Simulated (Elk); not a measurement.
Worked example: self-consistent single point of LaAl₃Cu (I4mm, 5 atoms in the cell) in Elk.

Computed with LDA (PW92), all-electron FP-LAPW, Elk's shipped species files, LAPW+lo basis run with Elk.

```xyz
5
Lattice="-2.0892 2.0892 5.2078 2.0892 -2.0892 5.2078 2.0892 2.0892 -5.2078" Properties=species:S:1:pos:R:3 pbc="T T T"
La     0.0000     0.0000    10.3863
Al     0.0000     0.0000     4.1963
Al     2.0892     0.0000     2.5680
Al     0.0000     2.0892     2.5680
Cu     0.0000     0.0000     6.5703
```

Reference input (self-consistent single point, DFT, LDA (PW92), all-electron FP-LAPW, Elk's shipped species files, LAPW+lo basis): xctype = 3; rgkmax = 7.5; stype = 3; swidth = 0.00367493 Ha; ngridk = 8 8 8; gmaxvr = 16 1/bohr; nxoapwlo = 1; rmtscf = 0.91. This run's input differs from it in these lines:

```diff
@@ -50,3 +50,3 @@
 ngridk
-  8 8 8
+  5 5 5
```

Log, with long lists cut:

```
│ Self-consistent loop started │
│ Loop number : 1 │
 total energy                :     -10842.2089272
│ Loop number : 2 │
 total energy                :     -10846.8885475
RMS change in Kohn-Sham potential (target) :   0.5512074420     (  0.1000000000E-05)
Absolute change in total energy (target)   :    4.679620286     (  0.1000000000E-03)
│ Loop number : 3 │
 total energy                :     -10862.0185112
RMS change in Kohn-Sham potential (target) :   0.2703990192     (  0.1000000000E-05)
Absolute change in total energy (target)   :    16.29986880     (  0.1000000000E-03)
│ Loop number : 4 │
   [... lines left out ...]
Absolute change in total energy (target)   :   0.2212496034E-02 (  0.1000000000E-03)
│ Loop number : 15 │
 total energy                :     -10869.5761804
RMS change in Kohn-Sham potential (target) :   0.3143762532E-05 (  0.1000000000E-05)
Absolute change in total energy (target)   :   0.5021143970E-03 (  0.1000000000E-03)
│ Loop number : 16 │
 total energy                :     -10869.5760632
RMS change in Kohn-Sham potential (target) :   0.5618711111E-06 (  0.1000000000E-05)
Absolute change in total energy (target)   :   0.8316341336E-05 (  0.1000000000E-03)
Convergence targets achieved

│ Loop number : 17 │

Energies :
 Fermi                       :     0.311890286644
 total energy                :     -10869.5760697

Density of states at Fermi energy :    30.72478838
 (states/Hartree/unit cell)

Estimated indirect band gap :   0.9272147520E-02
 from k-point      6 to k-point     27
Estimated direct band gap   :   0.2451886516E-01
 at k-point     21

Charges :
 core                        :    70.00000000
 valence                     :    55.00000000
 interstitial                :    10.16814768
 muffin-tins (core leakage)
  species :    1 (La)
   atom    1                 :    54.06172120     (  0.8768345243E-03)
  species :    2 (Al)
   atom    1                 :    10.98541856     (  0.1425301828E-02)
   atom    2                 :    10.93599125     (  0.1409847886E-02)
   atom    3                 :    10.93599125     (  0.1409847886E-02)
  species :    3 (Cu)
   atom    1                 :    27.91273005     (  0.5456852038E-03)
 total in muffin-tins        :    114.8318523
 total calculated charge     :    124.9748006
 total charge                :    125.0000000
 error                       :   0.2519938842E-01

│ Self-consistent loop stopped │
```

The run converged in 17 iterations. The count includes the last loop, which Elk runs after its targets are met. Against the reference run the free energy drops by 1.7 meV/atom.

The starting cell comes from a database of computed structures (which also holds hypothetical and non-ambient phases and stackings), without a prior relaxation at this level. Its lattice was rescaled by a random factor within 2.5 % of one. Spin polarisation is off. Values depend on the basis (sphere radii, cutoffs, local orbitals), which need not be converged. The log's line on a gap gives a spacing of levels on this mesh, which the program prints for metals too.

Cost on one core of a shared machine: roughly 4 min.
